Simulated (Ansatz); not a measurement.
The parent structure is MgO (space group P6_3/mmc, No. 194; a = 3.494 Å, c = 4.194 Å; a cell from a computed database, its experimental status unchecked). Axes: x lies along a and z along c of the hexagonal cell.

The change: tensile biaxial strain of 3.34 % in the plane normal to [001], as in epitaxy on a mismatched substrate; the out-of-plane cell vector and the atoms relax.

Levels (all Ansatz, a first-principles code, PAW): PBEsol (420 eV, no SOC); r2SCAN (500 eV, no spin-orbit coupling).

The geometry is relaxed with PBEsol.

```
Item                        Value
--------------------  -----------
PBEsol gap character  direct at Γ
PBEsol band gap           3.12 eV
PBEsol pressure         -4.75 GPa
```

Task: How does going to r2SCAN change the gap character, band gap and pressure?

Result: The gap character stays direct at Γ; the band gap goes up by 0.75 eV, from 3.12 eV to 3.87 eV; the pressure decreases by 1.11 GPa (-4.75 GPa → -5.86 GPa).

Single points use the geometry relaxed with PBEsol. Their cutoffs differ, which shifts pressures a little. No phonon test of stability was made. This is not the structure that MgO has at room temperature and ambient pressure.
